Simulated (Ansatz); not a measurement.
Levels about the gap of amorphous Si$_{24}$O$_{49}$Na$_{2}$ (75 atoms in a cell of 1095 Å³, 2.28 g/cm³; zone centre alone, so wide bands show as single levels with stretches between that a denser mesh fills), at the geometry that PBE relaxed, where it gives 0.0 GPa on a denser mesh. The participation number counts the atoms over which a state spreads; weights are charges in smoothed Voronoi cells. The levels come from a single point, so bond lengths are those of that geometry. Method of the levels: PBE, scalar-relativistic without spin-orbit coupling (Ansatz, a quantum-chemistry and plane-wave program). Sampling: the zone centre alone; Fermi-Dirac width 0.02 eV; no spin polarisation. At PBE the levels at the filled edge of the gap are localised (band-tail or defect states), and the nearest spread-out levels lie 5.3 eV apart at the zone centre.

The cell was made by melting and quenching with the CHGNet potential and then relaxed with DFT. O atoms were pushed apart under 1.9 Å during the dynamics, to hinder bonds among them. The hot cell started wider than the set density and was brought back towards it in steps. It is the lowest in DFT energy of 2 quenches. It is a model cell: composition and starting density were chosen by hand, and all elements were melted together. No dispersion term was used. Its density started from a set value of 2.21 and ended at 2.28 g/cm³. The quench (nominally 480 K/ps over its main leg) was far faster than any real one, so the model tends to hold more defects than a real film. Values belong to this one cell and scatter from quench to quench. The volume was free in the relaxation, at fixed shape. Stress components on the final sampling reach 1.7 GPa.

```csv
"E - E(highest filled), eV",filling,participation number,largest on,weight O,weight Si,weight Na
-1.00,filled,7.2,"O, 2 neighbours",0.96,0.04,0.00
-0.81,filled,6.7,"O, 2 neighbours",0.95,0.05,0.00
-0.79,filled,3.9,"O, 2 neighbours",0.95,0.05,0.00
-0.53,filled,7.1,"O, 2 neighbours",0.96,0.04,0.00
-0.40,filled,2.0,"O, 3 neighbours",0.91,0.05,0.04
-0.21,filled,4.8,"O, 2 neighbours",0.95,0.05,0.00
0.00,filled,2.0,"O, 3 neighbours",0.94,0.05,0.01
4.15,empty,61.6,"O, 3 neighbours",0.68,0.26,0.06
5.69,empty,35.6,"Si, 4 neighbours",0.63,0.35,0.02
5.77,empty,34.8,"Si, 4 neighbours",0.62,0.31,0.07
5.87,empty,41.2,"O, 3 neighbours",0.64,0.30,0.06
6.12,empty,42.2,"O, 2 neighbours",0.65,0.29,0.06
6.36,empty,41.6,"O, 2 neighbours",0.72,0.24,0.04
6.45,empty,48.3,"Na, 5 neighbours",0.69,0.24,0.07
```

Most localised among these is the filled level at -0.40 eV, on a O atom, which has 3 neighbours (Si 1.57 Å, Na 2.17 Å, Na 2.30 Å).
